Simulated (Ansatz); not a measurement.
The reference is SnO₂ in the rutile structure (space group P4_2/mnm, No. 136; a = 4.722 Å, c = 3.190 Å). Axes: x, y, z lie along a, b, c of the conventional cell.

Computed with LDA (Ansatz, a first-principles code), no spin-orbit coupling.

Base values:

| Property | Value |
|---|---|
| Shortest interatomic distance | 2.044 Å |
| Valence-band top at Γ | 0.00, -0.80, -0.80 eV |

The change: the cell is compressed by 0.60 % along x with no lateral relaxation, atoms relaxed at fixed cell.

How does this affect the shortest interatomic distance and valence-band top at Γ?

The shortest interatomic distance falls by 0.0065 Å, from 2.044 Å to 2.038 Å; the valence-band top at Γ (three highest levels, from the VBM) changes from 0.00, -0.80, -0.80 eV to 0.00, -0.79, -0.81 eV.

The levels and masses belong to the bands next to the band gap. The cells carry an imposed strain or load. No phonon test of stability was made.
